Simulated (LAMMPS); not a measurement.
MD of Ta (bcc) at zero pressure, 2000 atoms, as a crystal; each row is its own run.

All values are model results, not measurements: classical MD, pair style eam/alloy, file CuTa.eam.alloy; code LAMMPS.

| T (K) | volume (Å³/atom) |
|---|---|
| 200 | 18.053 |
| 1480 | 18.384 |
| 1970 | 18.523 |
| 2470 | 18.687 |
| 2960 | 18.863 |
| 3450 | 19.081 |

Problem. Fit a straight line, y = a + b x, to these rows (x is the first column, y the second) and predict the run at x = 300.

Solution. Least squares gives a = 17.948 and b = 0.0003116. At x = 300 the fit predicts 18.041 Å³/atom. The run itself gave 18.0753 ± 0.0002 Å³/atom, so the fit is 0.19 % low.

Caution (row 3450): this crystal lies over the melting point of about 3260 K that EAM-type CuTa.eam.alloy gives, so it is superheated.
